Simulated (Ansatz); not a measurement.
Base system: BP in the zinc blende structure (space group F-43m, No. 216; a = 4.537 Å). Axes: x, y, z lie along the cube axes.

The values are results of Ansatz (a quantum-chemistry and plane-wave program), r2SCAN, PAW, cutoff 500 eV, without spin-orbit coupling, not measurements.

Before the change:

* **Valence-band top at Γ**: 0.00, 0.00, 0.00 eV
* **Band gap**: 1.41 eV
* **Volume per atom**: 11.67 Å³

It is then changed as follows: compressive biaxial strain of 2.00 % in the plane normal to [001], as in epitaxy on a mismatched substrate; the out-of-plane cell vector and the atoms relax.

Problem. Predict the new valence-band top at Γ, band gap, energy relative to the base and volume per atom.

Solution. The valence-band top at Γ (three highest levels, from the VBM) goes from 0.00, 0.00, 0.00 eV to 0.00, 0.00, -0.31 eV; the band gap shrinks by 0.27 eV, from 1.41 eV to 1.14 eV; the energy grows by 12 meV/atom; the volume per atom falls by 0.37 Å³, from 11.67 Å³ to 11.30 Å³.

Whether these cells are dynamically stable was not tested.
